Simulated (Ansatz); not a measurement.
GaSb under load (space group F-43m), r2SCAN with spin-orbit coupling, rigid bands (Ansatz, an electronic-structure program). Condition of this run: hydrostatic pressure of 5.4 GPa (compression positive) (the target of the relaxation). Band gap 0.69 eV, N_c = 2.17e19 cm⁻³ and N_v = 5.96e18 cm⁻³ at 300 K, conductivity masses of 0.182 mₑ (electrons) and 0.244 mₑ (holes). Take k_BT = 0.02585 eV.

Question: What thermal injection velocity √(2k_BT/πm) limits a ballistic channel?

Answer: 1.26e7 cm/s for electrons and 1.09e7 cm/s for holes, a ratio of √(m_h/m_e) = 1.16, for dilute carriers.

Question: What built-in voltage has an abrupt junction with N_A = 1e17 and N_D = 1e18 cm⁻³, all dopants ionised?

Answer: V_bi = E_g/e − (k_BT/e) ln(N_c N_v/(N_A N_D)) = 0.69 − 0.02585 × 7.16 = 0.50 V, for the computed gap.

Question: Find the intrinsic carrier density and the intrinsic Fermi level.

Answer: n_i = √(N_c N_v) exp(−E_g/2k_BT) = 1.14e19 × exp(−13.35) = 1.8e13 cm⁻³. The level lies (k_BT/2) ln(N_v/N_c) = -17 meV from mid-gap (positive towards the conduction band). Each 0.1 eV added to the gap lowers n_i by a factor of 6.9.

Rigid bands with the computed gap; masses take one relaxation time for all states. Geometry: cell and atoms relaxed with PBEsol.
